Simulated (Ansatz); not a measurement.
A self-consistent single point of YAlSi (Cm, 6 atoms in the cell) with Ansatz (an electronic-structure program).

Method: LDA (PW92), default PAW files made with PBE (plane waves; Ansatz).

```
YAlSi
1.0
    1.98017    -5.14346     0.00000
    1.98017     5.14346     0.00000
    0.00000     0.00000     5.67650
Y Al Si
2 2 2
Direct
  0.30520   0.69480   0.25881
  0.69480   0.30520   0.75000
  0.00000   0.00000   0.50000
  0.00000   0.00000   0.00000
  0.40169   0.59831   0.75000
  0.59831   0.40169   0.25000
```

Reference input (self-consistent single point, DFT, LDA (PW92), plane waves, default PAW files made with PBE): basis.ecutwfc = 420 eV; kpoints.mp_grid.grid = 8 8 5; hamiltonian.xc = lda; hamiltonian.pseudopotentials = {kind: paw} (the program's default PAW files); scf.occupations.method = fermi_dirac; scf.occupations.width = 0.1 eV. This run's input differs from it in these lines:

Ansatz 0.2 input:
```diff
@@ -16,3 +16,3 @@
 kpoints:
-  mp_grid: { grid: [8, 8, 5] }
+  mp_grid: { grid: [16, 16, 10] }
 hamiltonian:
```

Output, abridged:

```
SCF iter   1: F=—  HF=-9738.346553 eV  |F-HF|=—  |Δ(HF+E_count)|=         —  Δρ=4.92e-3  dr2=1.54e-2  ethr=1.77e-3  ⟨swp⟩=6.1  Hψ=85864  notcnv=0
all-band conjugate gradients solve this SCF's bands
preconditioner: auto → Kerker (q_TF=auto, 2.246 Å⁻¹)
SCF iter   2: F=—  HF=-9738.343919 eV  |F-HF|=—  |Δ(HF+E_count)|=   2.63e-3  Δρ=2.77e-3  dr2=5.44e-3  ethr=4.29e-5  ⟨swp⟩=1.4  Hψ=22520  notcnv=0
SCF iter   3: F=—  HF=-9738.342698 eV  |F-HF|=—  |Δ(HF+E_count)|=   1.22e-3  Δρ=3.30e-4  dr2=1.35e-4  ethr=1.51e-5  ⟨swp⟩=2.2  Hψ=29118  notcnv=0
SCF iter   4: F=—  HF=-9738.342660 eV  |F-HF|=—  |Δ(HF+E_count)|=   3.82e-5  Δρ=6.50e-5  dr2=4.81e-6  ethr=3.75e-7  ⟨swp⟩=2.3  Hψ=20430  notcnv=0
SCF iter   5: F=—  HF=-9738.342659 eV  |F-HF|=—  |Δ(HF+E_count)|=   1.04e-6  Δρ=1.02e-5  dr2=1.26e-7  ethr=1.34e-8  ⟨swp⟩=2.4  Hψ=24088  notcnv=0
SCF iter   6: F=-9738.342659 eV  HF=-9738.342659 eV  |F-HF|=5.59e-9  |Δ(HF+E_count)|=   2.85e-8  Δρ=2.36e-6  dr2=9.40e-9  ethr=2.78e-10  ⟨swp⟩=5.2  Hψ=64264  notcnv=0
SCF 1 converged in 6 iterations: F = -9738.342659 eV  dr2 = 9.40e-9
Free energy (F): -9738.342659 eV
Internal energy: -9738.282789 eV  (E = F + TS)
E sigma→0 (E₀):  -9738.312724 eV
Entropy (-TS):   -0.059870 eV (-9.978 meV/atom)
Fermi energy:    9.944721 eV
--- Forces (eV/Å), atoms counted from 1 ---
  atom   1  Y     -0.00000000     0.01830744    -0.35111030
  atom   2  Y      0.00000000    -0.01105276     0.09957976
  atom   3  Al    -0.00000000    -0.03672674     0.03702059
  atom   4  Al     0.00000000     0.03517874     0.03807326
  atom   5  Si     0.00000000     0.08356941     0.15534584
  atom   6  Si    -0.00000000    -0.08927614     0.02109331
--- Stress (GPa, compression-positive) ---
       -2.127315      -0.000000       0.000000
       -0.000000      -3.525146      -0.137891
        0.000000      -0.137891      -2.470943
  P = ⅓ Tr σ = -2.7078 GPa (-27.078 kbar)
  The stress holds the Pulay correction. Without it, at fixed plane waves, as pw.x and ABINIT print it: P = -2.7398 GPa
```

The run converged in 6 iterations. Against the reference run the free energy drops by 1.6 meV/atom, the pressure moves little (-2.72 to -2.71 GPa) and the largest force stays at 0.352 eV/Å.

The starting cell comes from a database of computed structures (which also holds hypothetical and non-ambient phases and stackings), without a prior relaxation at this level. Its lattice was rescaled by up to half a per cent. One atom was moved a little off its site on purpose. Ansatz's pressure includes its estimate of the finite-basis (Pulay) stress.

Cost on one core of a shared machine: roughly 3 min.
